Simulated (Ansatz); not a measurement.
```xyz
2
Lattice="0.0000 2.6703 2.8997 2.6703 0.0000 2.8997 2.6703 2.6703 0.0000" Properties=species:S:1:pos:R:3 pbc="T T T"
Ga     0.0000     0.0000     0.0000
P      1.3351     1.3351     1.4499
```

Calculation: r2SCAN with spin-orbit coupling, rigid bands (plane waves, PAW; Ansatz, a quantum-chemistry and plane-wave program). Condition of this run: uniaxial stress along [001] of -7 GPa (compression positive) (the target of the relaxation). Cell: cell and atoms relaxed with PBEsol, then loaded as said.

What conductivity effective mass do dilute holes have at 300 K?

0.31 (x), 0.31 (y), 0.41 (z) mₑ.

What conductivity effective mass do dilute electrons have at 300 K?

0.38 (x), 0.38 (y), 0.25 (z) mₑ.

And the band gap?

1.44 eV at this level; semilocal functionals usually fall short of the measured gap.

Rigid bands, one relaxation time for all states, no polarons. Geometry: cell and atoms relaxed with PBEsol.
